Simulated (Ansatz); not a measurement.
Consider the following.

Host crystal: ceria, with a band gap (PBE, scalar-relativistic without spin-orbit coupling).

End structure of F on the 1x1 (111) surface of ceria (cut with top plane O), one in a 2x2 cell, started at the site 'top Ce':

```
CELL_PARAMETERS angstrom
      7.72796     0.00000     0.00000
     -3.86398     6.69261     0.00000
      0.00000     0.00000    27.00000
ATOMIC_POSITIONS crystal
  O  0.00000 0.00000 0.35567
  O  0.00000 0.50000 0.35567
  O  0.50000 0.00000 0.35567
  O  0.50000 0.50000 0.35567
  Ce 0.16667 0.33333 0.38406
  Ce 0.16667 0.83333 0.38406
  Ce 0.66667 0.33333 0.38406
  Ce 0.66667 0.83333 0.38406
  O  0.33333 0.16667 0.41342
  O  0.33333 0.66667 0.41342
  O  0.83333 0.16667 0.41342
  O  0.83333 0.66667 0.41342
  O  0.16667 0.33333 0.47031
  O  0.16667 0.83333 0.47031
  O  0.66667 0.33333 0.47031
  O  0.66667 0.83333 0.47031
  Ce 0.33143 0.16572 0.50063
  Ce 0.33333 0.66667 0.49959
  Ce 0.83429 0.16572 0.50063
  Ce 0.83429 0.66857 0.50063
  O  0.00000 0.00000 0.52827
  O  0.99645 0.49823 0.52962
  O  0.50177 0.00355 0.52962
  O  0.50177 0.49823 0.52962
  O  0.32932 0.16466 0.58804
  O  0.33333 0.66667 0.58281
  O  0.83534 0.16466 0.58804
  O  0.83534 0.67068 0.58804
  Ce 0.00000 0.00000 0.62365
  Ce 0.99998 0.49999 0.61586
  Ce 0.50001 0.00002 0.61586
  Ce 0.50001 0.49999 0.61586
  O  0.17765 0.35529 0.64254
  O  0.17765 0.82235 0.64254
  O  0.66667 0.33333 0.64337
  O  0.64471 0.82235 0.64254
  F  0.00000 0.00000 0.70019
```

Set-up: 37 atoms, 7.8 Å thick at the start under the adsorbate (thin: gaps and levels are the slab's own); mesh 3x3x1; 0.01 eV smearing; dipole correction on; single point; on the structure that PBE left under its start's symmetry; spin-polarised, ending with about 1.0 μB a cell; orders that need a larger cell were not tried, no spin-orbit, no U, no dispersion correction. The program's check for a lower electronic state was not made. It is one chosen start, not shown to be the lowest state of the adsorbate.

A negative adsorption energy means that the adsorbate is more stable on the surface than in its reference.

### Question
What is the computed adsorption energy against ½ F2(g) at the same level (Ansatz (an electronic-structure program) with HSE06, at the PBE geometry and the start's symmetry)?

### Answer
-0.49 eV

### Question
Predict the gap of the slab on its k-mesh from HSE06, at the PBE geometry and the start's symmetry.

### Answer
0.48 eV

### Question
What is the computed change of the step from the bottom to the top vacuum level, against the clean slab (HSE06, at the PBE geometry and the start's symmetry)?

### Answer
0.75 eV

### Question
What highest filled level below the top vacuum level does HSE06, at the PBE geometry and the start's symmetry give?

### Answer
8.06 eV
